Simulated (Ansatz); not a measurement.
What x(Ca) = 0.75, 4 atoms, Pmm2 does to Sc

The reference is Sc in the hcp (Mg type) structure (space group P6_3/mmc, No. 194; a = 3.277 Å, c = 5.085 Å).

The other end (x = 1) is Ca in the hcp (Mg type) structure (space group P6_3/mmc, No. 194; a model cell): 40.77 Å³/atom, gap zero; this end may not be an ambient phase.

Perturbation: Ca replaces 75.0 % of the Sc, ordered in a cell of 4 atoms (starting symmetry Pmm2) and fully relaxed.

Calculations: PBEsol (Ansatz, a program for electronic structure), spin-orbit coupling left out. Γ-centred 13×8×8 mesh, Fermi–Dirac width 0.05 eV, for the changed cell.

The volume per atom rises by 11.36 Å³ to 35.01 Å³ and the density decreases by 1.20 g/cm³, from 3.16 g/cm³ to 1.96 g/cm³. The band gap is still zero and the mixing energy amounts to +0.20 eV/atom (to 0.01 eV only: unlike meshes or grids). The deviation of the volume from the linear (Vegard-type) interpolation comes out as -4.1 %.

Each cell is one ordered arrangement of few atoms, which overstates ordering effects compared with a random alloy. No phonon test of stability was made. The final runs are not spin-polarised. An odd electron count without spin: Ca3Sc. Ca3Sc has a high density of states at the Fermi level and may be magnetic at this level. This is not the structure that Ca has at room temperature and ambient pressure.
